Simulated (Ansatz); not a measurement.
System: GaAs (model structure, started from the BeO type, P4₂/mnm, No. 136, 8 atoms in the cell). Method: r²SCAN+SOC in Ansatz (PAW).

Numerical settings: plane-wave cutoff 560 eV, 6×6×8 k mesh (along the axes of the cell as run), Fermi–Dirac smearing 0.01 eV, PAW data made under PBE.

Cell (relaxed with PBEsol):

```
CELL_PARAMETERS angstrom
      6.91803     0.00000     0.00000
      0.00000     6.91803     0.00000
      0.00000     0.00000     4.00230
ATOMIC_POSITIONS crystal
  Ga 0.32404 0.67596 0.00000
  Ga 0.67596 0.32404 0.00000
  Ga 0.82404 0.82404 0.50000
  Ga 0.17596 0.17596 0.50000
  As 0.31789 0.31789 0.00000
  As 0.68211 0.68211 0.00000
  As 0.18211 0.81789 0.50000
  As 0.81789 0.18211 0.50000
```

### Question
Give the computed band gap and smallest direct gap on the k points sampled.

### Answer

- band gap: 0.90 eV (indirect)
- smallest direct gap on the k points sampled: 0.95 eV

Note: the relaxation could raise the start's symmetry but not lower it, so the cell can be a saddle point; cell and atoms aren't relaxed at this level (pressure 0.2 GPa).

Static lattice: no zero-point or thermal effects.

Computing time: around 18 core-minutes (rough).

A model structure was made by putting elements into a prototype or built by hand; it is no filed structure, need not be a known phase, and can be a saddle point held by its symmetry.

Ansatz is a first-principles code.
